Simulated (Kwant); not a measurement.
Computed with Kwant: Hückel tight-binding model, one pz orbital an atom, one spin, coherent transport at 0 K. Conductance is in e²/h.

Device: π system c1ccc2ccccc2c1 between two chain leads. The π system is taken as planar. Atoms are numbered from 0 in the order of the SMILES. Site energies (eV, carbon 0): [0.0, 0.0, 0.0, 0.0, 0.0, 0.0, 0.0, 0.0, 0.0, 0.0]. Bonds (i, j, β in eV): (0,1,-2.4) (1,2,-2.4) (2,3,-2.4) (3,4,-2.4) (4,5,-2.4) (5,6,-2.4) (6,7,-2.4) (7,8,-2.4) (8,9,-2.4) (9,0,-2.4) (8,3,-2.4). Leads: chains of hopping −3.6 eV, joined by −0.48 eV to atoms 0 and 2.

Site energies and bond integrals are typed Hückel values.

Sweep values stay those of the base run.

One input was changed, with this effect: transmission at E = 0 < 1e-12 → 0.0013.

**Question.** Which change was it?
A. contacts moved from atoms [0, 2] to [2, 4]
B. contacts moved from atoms [0, 2] to [0, 9]
C. contacts moved from atoms [0, 2] to [0, 5]
D. contacts moved from atoms [0, 2] to [0, 7]
E. contacts moved from atoms [0, 2] to [0, 6]
F. contacts moved from atoms [0, 2] to [0, 4]

**Answer.** B, contacts moved from atoms [0, 2] to [0, 9]
